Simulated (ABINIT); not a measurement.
Worked example: self-consistent single point of InSe (R3m, 4 atoms in the cell) in ABINIT.

Method of the run: PBEsol, PAW (JTH v2.0 PBE PAW, files made for PBE) (plane waves; ABINIT).

```
InSe
1.0
    2.02334     1.16818     8.60852
   -2.02334     1.16818     8.60852
    0.00000    -2.33636     8.60852
In Se
2 2
Direct
  0.11035   0.11035   0.11035
  0.00183   0.00183   0.00183
  0.61971   0.61971   0.61971
  0.82581   0.82581   0.82581
```

Reference input (self-consistent single point, DFT, LDA (PW92), plane waves, PAW (JTH v2.0 LDA PAW)): pseudos = [In.LDA_PW-JTH.xml, Se.LDA_PW-JTH.xml]; ecut = 544 eV; pawecutdg = 1088 eV; pawxcdev = 0; occopt = 1; ngkpt = 6 6 6; nshiftk = 1; shiftk = 0 0 0; potentials = JTH v2.0 LDA PAW; nband = 22; kptopt = 1; nstep = 50. This run's input differs from it in these lines:

```diff
@@ -1,4 +1,4 @@
-# InSe, JTH v2.0 LDA PAW
+# InSe, JTH v2.0 PBE PAW
 pp_dirpath "./"
-pseudos "In.LDA_PW-JTH.xml, Se.LDA_PW-JTH.xml"
+pseudos "In.GGA_PBE-JTH.xml, Se.GGA_PBE-JTH.xml"
 acell 3*1.0 Angstrom
@@ -21,2 +21,3 @@
 pawxcdev 0
+ixc -116133
 occopt 1
```

Its files differ too (potentials: JTH v2.0 LDA PAW → JTH v2.0 PBE PAW).

Output (repeated stretches shortened):

```
--- !BeginCycle
solver: {iscf: 17, nstep: 50, nline: 4, wfoptalg: 10, }
tolerances: {toldfe: 1.00E-09, }
...

     iter   Etot(hartree)      deltaE(h)  residm     nres2
 ETOT  1  -135.09343906248    -1.351E+02 1.776E-01 1.857E+01
 ETOT  2  -135.31661270759    -2.232E-01 1.852E-02 8.062E+00
 ETOT  3  -135.31447404280     2.139E-03 6.322E-03 1.469E+00
 ETOT  4  -135.31413082236     3.432E-04 4.693E-03 4.477E-02
 ETOT  5  -135.31415358332    -2.276E-05 1.328E-03 2.881E-03
   [... 3 lines left out ...]
 ETOT  9  -135.31415741492    -9.526E-08 1.421E-04 4.003E-06
 ETOT 10  -135.31415742991    -1.499E-08 6.106E-05 1.256E-06
 ETOT 11  -135.31415743085    -9.346E-10 5.075E-05 2.900E-07
 ETOT 12  -135.31415743143    -5.807E-10 2.106E-05 1.046E-08
 At SCF step   12, etot is converged :
  for the second time, diff in etot=  5.807E-10 < toldfe=  1.000E-09

 Cartesian components of stress tensor (hartree/bohr^3)
  sigma(1 1)=  4.06031497E-05  sigma(3 2)=  0.00000000E+00
  sigma(2 2)=  4.06031500E-05  sigma(3 1)=  0.00000000E+00
  sigma(3 3)=  3.64518350E-05  sigma(2 1)=  0.00000000E+00

 ----iterations are completed or convergence reached----

 reduced coordinates (array xred) for    4 atoms
       0.110350000002      0.110350000002      0.110350000002
       0.001830000001      0.001830000001      0.001830000001
       0.619713000000      0.619713000000      0.619713000000
       0.825807000001      0.825807000001      0.825807000001
 cartesian forces (eV/Angstrom) at end:
    1     -0.00000000000000    -0.00000000000000    -0.07903014983263
   [... lines left out ...]
 Fermi (or HOMO) energy (hartree) =   0.06237   Average Vxc (hartree)=  -0.33131
 Fermi (or HOMO) energy (eV) =   1.69724   Average Vxc (eV)=  -9.01535
   [... lines left out ...]
local_psp           : -1.48644705984543E+02
total_energy        : -1.35314148402000E+02
total_energy_eV     : -3.68208523385584E+03
...

-Cartesian components of stress tensor (GPa)         [Pressure= -1.1539E+00 GPa]
- sigma(1 1)=  1.19458571E+00  sigma(3 2)=  0.00000000E+00
- sigma(2 2)=  1.19458571E+00  sigma(3 1)=  0.00000000E+00
- sigma(3 3)=  1.07244983E+00  sigma(2 1)=  0.00000000E+00

 Calculation completed.
```

The run converged in 12 iterations. Against the reference run the pressure goes from -2.75 to -1.15 GPa, the largest force goes from 0.156 to 0.091 eV/Å and the gap on the mesh goes from 0.196 to 0.330 eV.

The starting cell comes from a database of computed structures (which also holds hypothetical and non-ambient phases and stackings), without a prior relaxation at this level. The potentials were made for another functional than the one used.

Cost on one core of a shared machine: roughly 4 min.
